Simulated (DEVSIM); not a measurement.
Device: Al/TiO2/p-In0.53Ga0.47As capacitor, at 250 K.

Layer 1 from the left is TiO2, thickness (nm) 7.80. Layer 2 from the left is In0.53Ga0.47As, thickness (nm) 4600, Na (cm⁻³) 1.5e16.

Metal gate on the left, work function 4.1 eV. Fixed charge at the semiconductor interface -1.6e11 cm⁻² (in units of +e); no interface traps.

The device is made up for the run: typed textbook-type constants, with dimensions and the other settings drawn at random. Values at 300 K; Nc and Nv go as T^1.5, mobilities as T to minus their exponent, the gap by Varshni's rule with the affinity fixed.

TiO2: gap (eV) 3.2, affinity (eV) 3.9, permittivity 60. In0.53Ga0.47As: gap (eV) 0.74, affinity (eV) 4.51, permittivity 13.9, Nc (cm⁻³) 2.1e17, Nv (cm⁻³) 7.7e18, Varshni α (eV/K) 0.00035, Varshni β (K) 190.

Task: Estimate by hand the flat-band voltage, the threshold voltage, and compare with a numerical solution.

Result: 
- Flat-band voltage: C = 6.81 μF/cm², work-function difference -1.036 V; VFB = φms − qNf/C = -1.03 V; numerical -1.03 V.
- Threshold voltage: φF = 0.288 V, depletion charge √(4εqNφF) = 5.83e-8 C/cm²; VT = VFB + 2φF + Qd/C = -0.45 V; numerical -0.45 V.

DEVSIM, 1D Poisson equation in equilibrium, Boltzmann statistics, complete ionisation; no quantum confinement or tunnelling. Metal contacts follow the ideal Schottky-Mott rule: no Fermi-level pinning, no interface dipoles.
